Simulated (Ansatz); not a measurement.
Short convergence ladders for Sc3SnB (P4mm, 5 atoms in the cell)

```xyz
5
Lattice="4.6400 0.0000 0.0000 0.0000 4.6400 0.0000 0.0000 0.0000 4.6400" Properties=species:S:1:pos:R:3 pbc="T T T"
Sc     2.3200     0.0000     2.3200
Sc     0.0500     2.3200     2.3200
Sc     2.3200     2.3200     0.0000
Sn     0.0000     0.0000     0.0000
B      2.3200     2.3200     2.3200
```

Base method: PBEsol, default PAW files made with PBE (plane waves; Ansatz, an electronic-structure program).

Base settings: basis.ecutwfc = 420 eV; kpoints.mp_grid.grid = 5 5 5; hamiltonian.xc = pbesol; hamiltonian.pseudopotentials = {kind: paw} (the program's default PAW files); scf.occupations.method = fermi_dirac; scf.occupations.width = 0.1 eV.

The count of work is k-points × plane waves × bands × iterations; it is no time. 

**The cutoff for other potential files**

Level: DFT, PBEsol, plane waves, harder PAW files (source: ansatz) made with PBE.

In this ladder: hamiltonian.pseudopotentials = {kind: paw, source: ansatz}.

The second cell is the first with its lattice scaled by 0.98.

The mesh stays at the base's, so the ladder's end is converged at best in this setting alone.

The first pressure column holds Ansatz's estimate of the finite-basis (Pulay) stress, which hides part of the cutoff error; the other is without it.

Only quantities that move along the ladder and can be compared are tabulated.

```csv
basis.ecutwfc,free energy less the last step's (meV/atom),energy of the compressed cell less the first (meV/atom),pressure (GPa),pressure without the Pulay estimate (GPa),largest difference of a force vector from the last step's (eV/Å),count of work / last
320 eV,3797.96,15.14,-3.71,-175.75,0.090,0.097
390 eV,546.33,7.95,-2.05,-35.24,0.015,0.13
495 eV,19.07,4.39,-2.02,-3.77,0.001,0.21
605 eV,0.79,4.39,-2.03,-2.06,0.000,0.28
710 eV,0.44,4.39,-2.03,-2.03,0.000,0.36
850 eV,0.34,4.38,-2.03,-2.03,0.000,0.46
1065 eV,0.16,4.38,-2.03,-2.03,0.000,0.65
1420 eV,0.00,4.38,-2.03,-2.03,0.000,1.0
```

Coarsest basis.ecutwfc that holds the pressure without the Pulay estimate within 0.5 GPa of the last step, with all finer ones: 605 eV, at 0.28 of the last step's count of work; the step before is off by 1.7 GPa.

Coarsest basis.ecutwfc that holds the energy of the compressed cell less the first within 1 meV/atom of the last step, with all finer ones: 495 eV, at 0.21 of the last step's count of work; the step before is off by 3.6 meV/atom.

Coarsest basis.ecutwfc that holds the forces within 0.02 eV/Å of the last step, with all finer ones: 390 eV, at 0.13 of the last step's count of work; the step before is off by 0.090 eV/Å.

The energy difference between the two cells stays within 1 meV/atom of the last step's from 495 eV on, the total only from 605 eV on: much of the error is common to both cells and cancels.

At the lowest cutoff the pressure without the Pulay estimate lies 174 GPa under the last step's, the usual sign of Pulay stress in an incomplete plane-wave basis.

**The relaxed cell against the cutoff**

On Sc₃SnB (Pm-3m, 5 atoms in the cell): atoms on their sites.

In this ladder: relax = cell and atoms.

The mesh stays at the base's, so the ladder's end is converged at best in this setting alone.

Only quantities that move along the ladder and can be compared are tabulated.

```csv
basis.ecutwfc,relaxed volume (Å³/atom),relaxation steps
250 eV,19.486,12
295 eV,19.535,8
355 eV,19.493,6
420 eV,19.501,4
505 eV,19.500,4
630 eV,19.500,4
840 eV,19.499,4
```

Coarsest basis.ecutwfc that holds the relaxed volume within 0.019 Å³/atom of the last step, with all finer ones: 355 eV; the step before is off by 0.036 Å³/atom.

On the base run: the starting cell comes from a database of computed structures (which also holds hypothetical and non-ambient phases and stackings), without a prior relaxation at this level. Its lattice was rescaled by up to half a per cent. One atom was moved a little off its site on purpose.

Left out of this page: 1 run of the series failed or unconverged.

Keys are those of Ansatz 0.2.
